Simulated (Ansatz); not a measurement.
Base system: SnSe$_{2}$ in the 2H-MoS2 type structure (space group P6_3/mmc, No. 194; a = 3.770 Å, c = 11.292 Å; a hypothetical phase, not in the database extracts checked; layered, stacked along the Cartesian z axis).

Level of theory: DFT with PBEsol-D3(BJ), PAW potentials and a 420 eV plane-wave cutoff in Ansatz (a program for electronic structure), no spin-orbit coupling.

Free-standing slabs (3 atom(s) a layer) normal to the stacking axis with 15 Å of vacuum; in-plane cell relaxed.

One change was made to it. Results:

The excess energy per area of both faces (slab less bulk energy over the cell's area: twice a surface energy) comes out as 0.9 J/m² (uncertain by up to 0.1 J/m²); the in-plane lattice parameter a decreases by 0.021 Å, from 3.770 Å to 3.749 Å; the shortest interatomic distance decreases by 0.047 Å (2.779 Å → 2.732 Å).

Question: Name the change that was made.
A. 3 layers
B. 2 layers
C. 1 layer

Answer: A, 3 layers. For comparison, the in-plane lattice parameter a in the other runs: 2 layers gives 3.735 Å; 1 layer gives 3.698 Å.

Slab and bulk use different k-meshes, which limits the precision of the excess energy. Stability against distortions was not tested. The final runs are not spin-polarised.
